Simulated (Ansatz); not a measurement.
## Quick settings and what they miss: InP (F-43m, 2 atoms in the cell)

Self-consistent single point.

```
CELL_PARAMETERS angstrom
      0.00000     2.95198     2.95198
      2.95198     0.00000     2.95198
      2.95198     2.95198     0.00000
ATOMIC_POSITIONS crystal
  In 0.00000 0.00000 0.00000
  P  0.25000 0.25000 0.25000
```

Computed with PBEsol, PAW files made with PBE (plane waves; Ansatz, a first-principles code).

Base settings: basis.ecutwfc = 420 eV; kpoints.mp_grid.grid = 7 7 7; hamiltonian.xc = pbesol; hamiltonian.pseudopotentials = {kind: paw} (the program's default PAW files); scf.occupations.method = gaussian; scf.occupations.width = 0.05 eV.

Tight run (finer mesh or higher cutoff; not a proven limit): basis.ecutwfc: 420 eV → 590 eV; kpoints.mp_grid.grid: 7 7 7 → 10 10 10; scf.convergence.dr2_threshold: default (1e-07 eV) → 1e-09 eV. It gave top of the valence band (on the code's own zero) 6.65 eV; gap on the k-point mesh 0.50 eV; pressure -0.83 GPa.

Quick runs, as changes from the base:
- A: the base itself
- B: basis.ecutwfc: 420 eV → 210 eV; kpoints.mp_grid.grid: 7 7 7 → 2 2 2; scf.occupations.method: gaussian → methfessel_paxton; scf.occupations.width: 0.05 eV → 0.272 eV
- C: basis.ecutwfc: 420 eV → 335 eV; kpoints.mp_grid.grid: 7 7 7 → 6 6 6; scf.occupations.method: gaussian → methfessel_paxton; scf.occupations.width: 0.05 eV → 0.5 eV; scf.convergence.dr2_threshold: default (1e-07 eV) → 0.0001 eV
- D: basis.ecutwfc: 420 eV → 250 eV; kpoints.mp_grid.grid: 7 7 7 → 3 3 3; scf.occupations.method: gaussian → methfessel_paxton; scf.occupations.width: 0.05 eV → 0.136 eV
- E: kpoints.mp_grid.grid: 7 7 7 → 4 4 4; hamiltonian.xc: pbesol → b3lyp [B3LYP]
- F: kpoints.mp_grid.grid: 7 7 7 → 4 4 4; hamiltonian.xc: pbesol → hse06 [HSE06]

Energies are extrapolated to zero smearing width, which holds to low order in the width alone.

Dashes: gap of B, C, D, left out as unsure on this mesh or at this smearing; energy of E, F, another energy zero; count of E, F, another kind of functional, whose work the count does not hold.

Gaps are read on each run's own mesh, which may miss the band edges.

† marks runs with another functional, U, potentials or spin treatment: their distance from the tight run is not a convergence error alone.

The count of work is k-points × plane waves × bands × iterations; it is no time. 

Pressures in the table are Ansatz's without its Pulay estimate, at a fixed set of plane waves; the tight run's value above holds the estimate.

The starting cell comes from a database of computed structures (which also holds hypothetical and non-ambient phases and stackings), without a prior relaxation at this level.

| run | energy less tight (meV/atom) | pressure less tight (GPa) | gap on the mesh less tight (eV) | count of work / tight |
|---|---|---|---|---|
| A | 3.1 | -0.02 | -0.001 | 0.21 |
| B | 3176.5 | -73.07 | – | 0.011 |
| C | 12.0 | -0.34 | – | 0.091 |
| D | 563.7 | -15.62 | – | 0.020 |
| E† | – | 3.67 | 1.136 | – |
| F† | – | 0.94 | 0.903 | – |

Among the runs at the tight run's level, the energy misses run from 3.1 to 3176.5 meV/atom.

Left out of this page: 2 runs of the series unsound by tests on forces, stress, charge or solver warnings.

Keys are those of Ansatz 0.2.
